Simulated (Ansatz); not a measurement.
**Several settings converged on SrCuTeF (P4mm, 8 atoms in the cell)**

```
CELL_PARAMETERS angstrom
      4.26354     0.00000     0.00000
      0.00000     4.26354     0.00000
      0.00000     0.00000     9.19388
ATOMIC_POSITIONS crystal
  Sr 0.00000 0.50000 0.85797
  Sr 0.50000 0.00000 0.14747
  Cu 0.50000 0.50000 0.50000
  Cu 0.00000 0.00000 0.50000
  Te 0.00000 0.50000 0.32626
  Te 0.50000 0.00000 0.67374
  F  0.50000 0.50000 0.00000
  F  0.00000 0.00000 0.00000
```

Base method: PBEsol, default PAW files made with PBE (plane waves; Ansatz, a quantum-chemistry and plane-wave program).

Base settings: basis.ecutwfc = 420 eV; kpoints.mp_grid.grid = 4 4 1; hamiltonian.xc = pbesol; hamiltonian.pseudopotentials = {kind: paw} (the program's default PAW files); scf.occupations.method = fermi_dirac; scf.occupations.width = 0.02 eV.

The count of work is k-points × plane waves × bands × iterations; it is no time. Core times come from one kind of shared machine, to one figure; runs under 30 s give none.

**The cutoff for other potential files**

Level: DFT, PBEsol, plane waves, harder PAW files (source: ansatz) made with PBE.

In this ladder: hamiltonian.pseudopotentials = {kind: paw, source: ansatz}.

The second cell is the first with its lattice scaled by 0.98.

The mesh stays at the base's, so the ladder's end is converged at best in this setting alone.

The first pressure column holds Ansatz's estimate of the finite-basis (Pulay) stress, which hides part of the cutoff error; the other is without it.

Only quantities that move along the ladder and can be compared are tabulated; the gap is left out on so coarse a mesh.

```csv
basis.ecutwfc,free energy less the last step's (meV/atom),energy of the compressed cell less the first (meV/atom),pressure (GPa),pressure without the Pulay estimate (GPa),largest difference of a force vector from the last step's (eV/Å),count of work / last,core time / last (rough)
470 eV,983.80,7.19,-2.41,-39.04,0.045,0.098,–
580 eV,207.16,-8.54,-2.63,-10.95,0.003,0.14,–
735 eV,22.83,-5.48,-2.58,-3.89,0.001,0.21,–
890 eV,1.86,-5.70,-2.59,-2.73,0.000,0.28,–
1050 eV,0.31,-5.69,-2.59,-2.59,0.000,0.35,0.5
1260 eV,0.20,-5.69,-2.59,-2.59,0.000,0.47,0.6
1575 eV,0.12,-5.69,-2.59,-2.59,0.000,0.65,0.8
2100 eV,0.00,-5.69,-2.59,-2.59,0.000,1.0,1
```

Coarsest basis.ecutwfc that holds the pressure within 0.05 GPa of the last step, with all finer ones: 580 eV, at 0.14 of the last step's count of work; the step before is off by 0.18 GPa.

Coarsest basis.ecutwfc that holds the energy of the compressed cell less the first within 2 meV/atom of the last step, with all finer ones: 735 eV, at 0.21 of the last step's count of work; the step before is off by 2.8 meV/atom.

Coarsest basis.ecutwfc that holds the forces within 0.01 eV/Å of the last step, with all finer ones: 580 eV, at 0.14 of the last step's count of work; the step before is off by 0.045 eV/Å.

The energy difference between the two cells stays within 1 meV/atom of the last step's from 735 eV on, the total only from 1050 eV on: much of the error is common to both cells and cancels.

At the lowest cutoff the pressure without the Pulay estimate lies 36.4 GPa under the last step's, the usual sign of Pulay stress in an incomplete plane-wave basis.

**The density cutoff**

The mesh stays at the base's, so the ladder's end is converged at best in this setting alone.

Only quantities that move along the ladder and can be compared are tabulated; the gap is left out on so coarse a mesh.

```tsv
basis.ecutrho_ratio	free energy less the last step's (meV/atom)	pressure (GPa)
2	-5.07	-2.25
3	-0.03	-2.59
4	0.00	-2.59
5	0.00	-2.59
6	0.00	-2.59
8	0.00	-2.59
10	0.00	-2.59
12	0.00	-2.59
16	0.00	-2.59
```

Coarsest basis.ecutrho_ratio that holds the free energy within 0.5 meV/atom of the last step, with all finer ones: 3; the step before is off by 5.1 meV/atom.

Coarsest basis.ecutrho_ratio that holds the pressure within 0.1 GPa of the last step, with all finer ones: 3; the step before is off by 0.34 GPa.

**The relaxed cell against the cutoff**

On SrCuTeF (P4/nmm, 8 atoms in the cell): atoms on their sites.

In this ladder: relax = cell and atoms.

The mesh stays at the base's, so the ladder's end is converged at best in this setting alone.

Only quantities that move along the ladder and can be compared are tabulated; the gap is left out on so coarse a mesh.

| basis.ecutwfc | relaxed volume (Å³/atom) | relaxation steps | core time / last (rough) |
|---|---|---|---|
| 250 eV | 20.040 | 61 | 2 |
| 295 eV | 19.964 | 23 | 1 |
| 355 eV | 19.917 | 11 | 0.7 |
| 420 eV | 19.915 | 9 | 0.8 |
| 505 eV | 19.914 | 7 | 0.6 |
| 630 eV | 19.912 | 7 | 0.8 |
| 840 eV | 19.912 | 7 | 1 |

Coarsest basis.ecutwfc that holds the relaxed volume within 0.04 Å³/atom of the last step, with all finer ones: 355 eV; the step before is off by 0.052 Å³/atom.

At the lowest cutoff the cell relaxes to a volume 0.6 % larger than at the highest. Ansatz relaxes on a stress corrected for the finite basis.

On the base run: the starting cell comes from a database of computed structures (which also holds hypothetical and non-ambient phases and stackings), without a prior relaxation at this level. Its lattice was rescaled by up to half a per cent. One atom was moved a little off its site on purpose.

Left out of this page: 1 run of the series stopped by limits of time or memory.

Keys are those of Ansatz 0.2.
